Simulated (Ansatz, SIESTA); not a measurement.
**One structure in several programs: Tc3Pd (P1, 4 atoms in the cell)**

Self-consistent single point, at a second geometry (atoms moved at random). First geometry:

```
Tc3Pd
1.0
    2.68894     0.00000     0.00000
   -1.34447     2.32869     0.00000
    0.00000     0.00000     8.75923
Tc Pd
3 1
Direct
  0.00000   0.00000   0.00000
  0.33333   0.66667   0.75574
  0.33333   0.66667   0.24426
  0.00000   0.00000   0.50000
```

Second geometry:
```xyz
4
Lattice="2.6889 0.0000 0.0000 -1.3445 2.3287 0.0000 0.0000 0.0000 8.7592" Properties=species:S:1:pos:R:3 pbc="T T T"
Tc    -0.0306    -0.0007     0.0073
Tc     0.0315     1.5256     6.6558
Tc    -0.0329     1.5863     2.1080
Pd     0.0320    -0.0064     4.3677
```

Shared settings, as Ansatz (a program for electronic structure) writes them: kpoints.mp_grid.grid = 14 14 4; scf.occupations.method = gaussian; scf.occupations.width = 0.136 eV. Potentials and cutoffs stand in the table.

```csv
code,model,ΔF from the first geometry (meV/atom),pressure (GPa),largest force (eV/Å),cutoff
SIESTA,"GGA PBEsol, numerical atomic orbitals DZP, PseudoDojo PBEsol standard norm-conserving potentials (rewritten from UPF to PSML)",14.0,13.43,1.003,grid 350 Ry
Ansatz,"PBEsol, PAW files",11.1,9.67,0.803,default
```

Size of the force on each atom (eV/Å): Sizes of forces hide their directions.

| code | Tc1 | Tc2 | Tc3 | Pd4 |
|---|---|---|---|---|
| SIESTA | 0.142 | 1.003 | 0.920 | 0.229 |
| Ansatz | 0.120 | 0.803 | 0.737 | 0.205 |

On Ansatz's run: spin polarisation is off.

The spread over the programs that give each value: ΔF from the first geometry within 2.9 meV/atom; pressure within 3.76 GPa; largest force within 0.200 eV/Å.

SIESTA uses small atom-centred bases, whose incompleteness enters pressures, forces and empty levels differently from a plane-wave cutoff. Ansatz's pressure is given at a fixed set of plane waves, as the other plane-wave codes print theirs.

The starting cell comes from a database of computed structures (which also holds hypothetical and non-ambient phases and stackings), without a prior relaxation at this level. Its lattice was rescaled by a random factor within 2.5 % of one. For this run, on top of that: atoms moved at random.

Keys are those of Ansatz 0.2.
